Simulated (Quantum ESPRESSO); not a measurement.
# Quick settings and what they miss: YbRh (Pm-3m, 2 atoms in the cell)

Self-consistent single point.

```
YbRh
1.0
    3.24072     0.00000     0.00000
    0.00000     3.24072     0.00000
    0.00000     0.00000     3.24072
Yb Rh
1 1
Direct
  0.50000   0.50000   0.50000
  0.00000   0.00000   0.00000
```

Computed with PBEsol, SSSP 1.1.2 efficiency (PBE) pseudopotentials (plane waves; Quantum ESPRESSO).

Base settings: ecutwfc = 60 Ry; ecutrho = 480 Ry; occupations = smearing; smearing = gauss; degauss = 0.0036749 Ry; input_dft = pbesol; potentials = {Yb: Yb.GGA-PBE-paw-v1.0.UPF, Rh: Rh_ONCV_PBE-1.0.oncvpsp.upf}; K_POINTS = automatic 13 13 13 0 0 0; conv_thr = 1e-10 Ry.

Tight run (finer mesh or higher cutoff; not a proven limit): ecutwfc: 60 Ry → 84 Ry; ecutrho: 480 Ry → 672 Ry; conv_thr: 1e-10 Ry → 7.3e-11 Ry; K_POINTS: automatic 13 13 13 0 0 0 → automatic 18 18 18 0 0 0. It gave Fermi level (on the code's own zero) 21.29 eV; pressure 10.40 GPa.

Quick runs, as changes from the base:
- A: the base itself
- B: ecutwfc: 60 Ry → 48 Ry; ecutrho: 480 Ry → 384 Ry; K_POINTS: automatic 13 13 13 0 0 0 → automatic 2 2 2 0 0 0
- C: ecutwfc: 60 Ry → 36 Ry; ecutrho: 480 Ry → 288 Ry; conv_thr: 1e-10 Ry → 7.3e-05 Ry; K_POINTS: automatic 13 13 13 0 0 0 → automatic 3 3 3 1 1 1
- D: ecutwfc: 60 Ry → 30 Ry; ecutrho: 480 Ry → 240 Ry; degauss: 0.0036749 Ry → 0.0099958 Ry; K_POINTS: automatic 13 13 13 0 0 0 → automatic 8 8 8 0 0 0
- E: ecutwfc: 60 Ry → 42 Ry; ecutrho: 480 Ry → 336 Ry; K_POINTS: automatic 13 13 13 0 0 0 → automatic 4 4 4 0 0 0
- F: ecutwfc: 60 Ry → 36 Ry; ecutrho: 480 Ry → 288 Ry; conv_thr: 1e-10 Ry → 7.3e-06 Ry; K_POINTS: automatic 13 13 13 0 0 0 → automatic 1 1 1 0 0 0

Energies are extrapolated to zero smearing width, which holds to low order in the width alone (under cold and Methfessel-Paxton smearing the free energy itself is taken).

Dashes: pressure of C, F, not trusted under this conv_thr with d or f elements; time of C, under 30 s.

The count of work is k-points × plane waves × bands × iterations; it is no time. Core times come from one kind of shared machine and are given to one figure; runs under 30 s give none.

The starting cell comes from a database of computed structures (which also holds hypothetical and non-ambient phases and stackings), without a prior relaxation at this level. Its lattice was rescaled by a random factor within 2.5 % of one. Spin polarisation is off. In the base run, with a pressure of about 10 GPa the cell is away from its equilibrium volume at this level.

```csv
run,energy less tight (meV/atom),pressure less tight (GPa),count of work / tight,core time / tight (rough)
A,5.6,-0.39,0.22,0.3
B,527.3,0.36,0.0080,0.1
C,175.9,–,0.0021,–
D,68.9,-4.51,0.034,0.1
E,76.2,-0.45,0.015,0.10
F,-4027.6,–,0.0029,0.2
```

Among the runs at the tight run's level, the energy misses run from 5.6 to 4027.6 meV/atom.
